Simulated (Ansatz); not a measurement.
Band structure of LaAgO₂ (R-3m, 4 atoms in the cell).

```
CELL_PARAMETERS angstrom
      1.90759     1.10135     6.14218
     -1.90759     1.10135     6.14218
      0.00000    -2.20270     6.14218
ATOMIC_POSITIONS crystal
  La 0.50000 0.50000 0.50000
  Ag 0.00000 0.00000 0.00000
  O  0.11051 0.11051 0.11051
  O  0.88949 0.88949 0.88949
```

Level of theory: PBEsol, PAW files made with PBE (plane waves; Ansatz, a quantum-chemistry and plane-wave program).

Settings: kpoints.mp_grid.grid = 8 8 8; hamiltonian.xc = pbesol; hamiltonian.pseudopotentials = {kind: paw} (the program's default PAW files); scf.occupations.method = fixed; kpoints.band_path.path = [[0.0, 0.0, 0.0], [0.5, 0.0, 0.0], [0.5, 0.18810125, -0.18810125]]; kpoints.band_path.npoints = 8.

The starting cell comes from a database of computed structures (which also holds hypothetical and non-ambient phases and stackings), without a prior relaxation at this level.

Task: Predict the gap along the standard path and the places of the band edges.

Result: The gap along the path is 2.89 eV, from L to Γ; the smallest direct gap on it is 3.05 eV.

Levels in eV from the top of the valence band on the path, bands 18 to 25:
```csv
point,18,19,20,21,22,23,24,25
Γ,-1.31,-1.31,-0.99,-0.99,2.89,4.77,5.14,5.14
L,-1.84,-0.12,-0.03,0.00,3.05,4.78,4.95,5.04
B1,-1.28,-0.66,-0.21,-0.08,4.06,4.28,4.81,4.85
```

Keys are those of Ansatz 0.2.
